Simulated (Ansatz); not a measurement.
System: fluorite CoSi₂. Method: PBEsol in Ansatz (plane waves, PAW).

Numerical settings: plane-wave cutoff 520 eV, 22×22×22 k mesh, Fermi–Dirac smearing 0.068 eV (set by the program), no spin polarisation, scalar-relativistic PAW data made under PBE.

Cell (relaxed at this level):

```
CELL_PARAMETERS angstrom
      0.00000     2.65616     2.65616
      2.65616     0.00000     2.65616
      2.65616     2.65616     0.00000
ATOMIC_POSITIONS crystal
  Co 0.00000 0.00000 0.00000
  Si 0.25000 0.25000 0.25000
  Si 0.75000 0.75000 0.75000
```

Task: Estimate the polycrystal shear modulus (Hill average), Voigt–Reuss–Hill bulk modulus, elastic constant C11, elastic constant C12 and elastic constant C44 that the calculation returns.

Result: 
polycrystal shear modulus (Hill average): 74.7 GPa
Voigt–Reuss–Hill bulk modulus: 194 GPa
elastic constant C11: 263 GPa
elastic constant C12: 160 GPa
elastic constant C44: 96.1 GPa

Elastic constants are with the ions relaxed.

The computed numbers hold no vibrational or temperature effects.

Cost on a shared machine: around 10 core-minutes (rough).

Ansatz is a quantum-chemistry and plane-wave program.
